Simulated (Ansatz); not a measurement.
The starting structures come from a database of crystals and need not be the phases stable at ambient conditions.

 Where the default PAW files enter, the runs use the earlier of Ansatz's two default sets.

Tunnelling through a barrier is set by its complex band structure: the current falls as exp(−2κd) with the smallest κ.

Input:

```yaml
crystal:
  lattice:
    - [3.66815, 0.00000, -0.00073]
    - [0.00000, 6.64196, 0.00000]
    - [0.00134, 0.00000, 6.14746]
  atoms:
    - { symbol: Sr, position: [0.00001, 0.24957, 0.36965] }
    - { symbol: Sr, position: [0.99999, 0.74957, 0.63035] }
    - { symbol: H, position: [0.20992, 0.17269, 0.87907] }
    - { symbol: H, position: [0.79008, 0.67269, 0.12093] }
    - { symbol: H, position: [0.79011, 0.17267, 0.87911] }
    - { symbol: H, position: [0.20989, 0.67267, 0.12089] }
    - { symbol: H, position: [0.50007, 0.40146, 0.02967] }
    - { symbol: H, position: [0.49993, 0.90146, 0.97033] }
    - { symbol: H, position: [0.50002, 0.39714, 0.70351] }
    - { symbol: H, position: [0.49998, 0.89714, 0.29649] }
    - { symbol: O, position: [0.99999, 0.12461, 0.78540] }
    - { symbol: O, position: [0.00001, 0.62461, 0.21460] }
    - { symbol: O, position: [0.50002, 0.25718, 0.05683] }
    - { symbol: O, position: [0.49998, 0.75718, 0.94317] }
    - { symbol: O, position: [0.50001, 0.46508, 0.56334] }
    - { symbol: O, position: [0.49999, 0.96508, 0.43666] }
```

Space group of this cell: Pmc2_1. The cell was relaxed by PBE-D3(BJ); by PBEsol its mean pressure is -0.8 GPa.

Transport runs along the normal of the first two printed cell vectors.

No gap correction and no spin-orbit coupling; mid-gap values are interpolated between computed energies.

Question: Give the band gap and the smallest decay constant κ at mid-gap that PBEsol (Ansatz, a first-principles code) yields.

Answer: Gap 4.31 eV on a 8×6×6 mesh; κ = 0.387 1/Å, at the zone centre.
